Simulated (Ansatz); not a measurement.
# Worked example: self-consistent single point of Si4Ir4Ca3 (I-43m, 11 atoms in the cell) in Ansatz

Method: PBEsol, default PAW files made with PBE (plane waves; Ansatz, a first-principles code).

Input as run:

Ansatz 0.2 input:
```yaml
# Ca3(SiIr)4
crystal:
  lattice:
    - [-3.785317, 3.785317, 3.785317]
    - [3.785317, -3.785317, 3.785317]
    - [3.785317, 3.785317, -3.785317]
  atoms:
    - { symbol: Si, position: [0.631200, 0.631200, 0.631200] }
    - { symbol: Si, position: [0.368800, 0.000000, 0.000000] }
    - { symbol: Si, position: [0.000000, 0.000000, 0.368800] }
    - { symbol: Si, position: [0.000000, 0.368800, 0.000000] }
    - { symbol: Ir, position: [0.275620, 0.275620, 0.275620] }
    - { symbol: Ir, position: [0.724380, 0.000000, 0.000000] }
    - { symbol: Ir, position: [0.000000, 0.000000, 0.724380] }
    - { symbol: Ir, position: [0.000000, 0.724380, 0.000000] }
    - { symbol: Ca, position: [0.000000, 0.500000, 0.500000] }
    - { symbol: Ca, position: [0.500000, 0.000000, 0.500000] }
    - { symbol: Ca, position: [0.500000, 0.500000, 0.000000] }
kpoints:
  mp_grid: { grid: [3, 3, 3] }
hamiltonian:
  xc: pbesol
  pseudopotentials: { kind: paw }
scf:
  occupations: { method: fermi_dirac, width: 0.1 }
output:
  forces: true
  eigenvalues: true
  stress: true
```

The program printed (abridged):

```
WARN basis.ecutwfc = 420 eV, the default
WARN ansatz: RAYON_NUM_THREADS=1 ignored (pool sized by the plan → 1); use --threads N
Pseudopotentials: kind: paw
Pseudopotential: Si, paw, valence charge 4
Pseudopotential: Ir, paw, valence charge 17
Pseudopotential: Ca, paw, valence charge 10
Crystal: 11 atoms, lattice volume = 216.954 Å³
Basis set: ecut = 420 eV, 4213 PW (Γ), exchange–correlation on 90×90×90 points (8 copies of the dense FFT grid, shifted against one another)
Bands: 69, of which v1, the nominal top of the filled ones, is band 57 counted from 1 (56 counted from 0)
Symmetry: 24 space group operations
Space group: I-43m (ITA 217), of the structure as read, at distance tolerance 6.0e-5 Å
k-points: 4 of 27 (time reversal used)
PAW frozen core: Si, regenerated for the run's functional, and the local potential with it
PAW frozen core: Ir, regenerated for the run's functional, and the local potential with it
PAW frozen core: Ca, regenerated for the run's functional, and the local potential with it
Initial density: superposition of atomic densities (neutral atoms: chi_scale 0, normalization atom), corrected by the library's trained network
Initial wavefunctions: pseudopotential atomic-orbital guess
Eigensolver: davidson
Functional: x = pbesol(κ = 0.804, μ = 0.12345679012345678), c = pbesol(β = 0.046)
SCF iter   1: F=—  HF=-55072.657034 eV  |F-HF|=—  |Δ(HF+E_count)|=         —  Δρ=3.60e-3  dr2=2.59e-2  ethr=1.77e-3  ⟨swp⟩=7.5  Hψ=1131  notcnv=0
all-band conjugate gradients solve this SCF's bands
preconditioner: auto → Kerker (q_TF=auto, 2.451 Å⁻¹)
SCF iter   2: F=—  HF=-55072.657605 eV  |F-HF|=—  |Δ(HF+E_count)|=   5.71e-4  Δρ=1.78e-3  dr2=7.95e-3  ethr=2.27e-5  ⟨swp⟩=2.0  Hψ=434  notcnv=0
SCF iter   3: F=—  HF=-55072.656364 eV  |F-HF|=—  |Δ(HF+E_count)|=   1.24e-3  Δρ=6.03e-4  dr2=1.29e-3  ethr=6.97e-6  ⟨swp⟩=2.0  Hψ=391  notcnv=0
SCF iter   4: F=—  HF=-55072.656185 eV  |F-HF|=—  |Δ(HF+E_count)|=   1.79e-4  Δρ=1.38e-4  dr2=1.00e-4  ethr=1.13e-6  ⟨swp⟩=2.0  Hψ=391  notcnv=0
SCF iter   5: F=—  HF=-55072.656179 eV  |F-HF|=—  |Δ(HF+E_count)|=   6.77e-6  Δρ=6.08e-5  dr2=2.13e-5  ethr=8.80e-8  ⟨swp⟩=2.0  Hψ=335  notcnv=0
SCF iter   6: F=—  HF=-55072.656399 eV  |F-HF|=—  |Δ(HF+E_count)|=   2.20e-4  Δρ=1.89e-5  dr2=1.30e-6  ethr=1.87e-8  ⟨swp⟩=2.0  Hψ=312  notcnv=0
SCF iter   7: F=-55072.656398 eV  HF=-55072.656398 eV  |F-HF|=8.89e-9  |Δ(HF+E_count)|=   2.05e-7  Δρ=2.32e-6  dr2=1.40e-8  ethr=8.77e-11  ⟨swp⟩=6.0  Hψ=1172  notcnv=0
SCF 1 converged in 7 iterations: F = -55072.656398 eV  dr2 = 1.40e-8
SCF converged after 7 iterations
Free energy (F): -55072.656398 eV
Harris-Foulkes:  -55072.656398 eV  (|F-HF|=8.89e-9)
Internal energy: -55072.471630 eV  (E = F + TS)
E sigma→0 (E₀):  -55072.564014 eV
Entropy (-TS):   -0.184768 eV (-16.797 meV/atom)
Fermi energy:    11.763494 eV
--- Per-component energies (eV) ---
  E_band       = -1412.561580
  E_kinetic    = 3486.937940
  E_local      = -11041.458435  (includes V_loc(G=0)·N_el)
  E_nonlocal   = 597.187724
  E_hartree    = 4292.651480
  E_xc         = -1692.628575
  E_vxc        = -1897.680274  (∫ρ·V_xc dr)
  E_paw        = -40860.563080  (= ΣΔE_a)
  E_vpaw       = -1142.859047  (= ΣTr[D̂ρ^β])
  E_aug_tail   = 0.000252  (compensation charges beyond the density's cutoff)
  E_ewald      = -9856.142701
  E_core_change = 1.543765  (= ΣΔE_core)
  E_smearing   = -0.184768  (= −TS)
  E_closure    = -0.000000  (closes the sum)
  Σ components = -55072.656398   (vs F -55072.656398, Δ=0.00e0)
--- Forces (eV/Å), atoms counted from 1 ---
  atom   1  Si     0.15443458     0.15443458     0.15443458
  atom   2  Si     0.15443458    -0.15443458    -0.15443458
  atom   3  Si    -0.15443458    -0.15443458     0.15443458
  atom   4  Si    -0.15443458     0.15443458    -0.15443458
  atom   5  Ir    -0.12955551    -0.12955551    -0.12955551
  atom   6  Ir    -0.12955551     0.12955551     0.12955551
  atom   7  Ir     0.12955551     0.12955551    -0.12955551
  atom   8  Ir     0.12955551    -0.12955551     0.12955551
  atom   9  Ca     0.00000000    -0.00000000     0.00000000
  atom  10  Ca    -0.00000000    -0.00000000    -0.00000000
  atom  11  Ca     0.00000000    -0.00000000     0.00000000
  max |Σ_I F_I| component: 1.22e-16 eV/Å
--- Stress (GPa, compression-positive) ---
       -8.682316      -0.000000      -0.000000
        0.000000      -8.682316       0.000000
        0.000000       0.000000      -8.682316
  P = ⅓ Tr σ = -8.6823 GPa (-86.823 kbar)
  The stress holds the Pulay correction. Without it, at fixed plane waves, as pw.x and ABINIT print it: P = -8.7092 GPa
--- Band table (eV) ---
  k-point 0: bands = ["-80.1000", "-80.0931", "-80.0931", "-80.0931", "-37.1344", "-37.0300", "-37.0300", "-37.0300", "-36.9549", "-36.9549", "-36.9315", "-36.9315", "-36.9315", "-36.9058", "-36.9058", "-36.9058", "-28.8752", "-28.8633", "-28.8633", [...]
  k-point 1: bands = ["-80.0999", "-80.0931", "-80.0931", "-80.0931", "-37.1349", "-37.0300", "-37.0295", "-37.0290", "-36.9550", "-36.9549", "-36.9323", "-36.9318", "-36.9315", "-36.9058", "-36.9057", "-36.9057", "-28.8726", "-28.8658", "-28.8635", [...]
  k-point 2: bands = ["-80.0999", "-80.0931", "-80.0931", "-80.0931", "-37.1352", "-37.0298", "-37.0290", "-37.0290", "-36.9550", "-36.9550", "-36.9323", "-36.9323", "-36.9317", "-36.9057", "-36.9057", "-36.9056", "-28.8691", "-28.8691", "-28.8636", [...]
  k-point 3: bands = ["-80.0999", "-80.0931", "-80.0931", "-80.0931", "-37.1354", "-37.0290", "-37.0290", "-37.0290", "-36.9552", "-36.9551", "-36.9323", "-36.9322", "-36.9322", "-36.9056", "-36.9056", "-36.9056", "-28.8716", "-28.8689", "-28.8612", [...]
```

The run converged in 7 iterations.

The starting cell comes from a database of published, mostly measured structures (it also holds non-ambient and calculated ones), without a prior relaxation at this level. Its lattice was rescaled by a random factor within 2.5 % of one. Spin-orbit coupling is off. Spin polarisation is off. With a pressure of about -9 GPa the cell is away from its equilibrium volume at this level. Ansatz's pressure includes its estimate of the finite-basis (Pulay) stress.
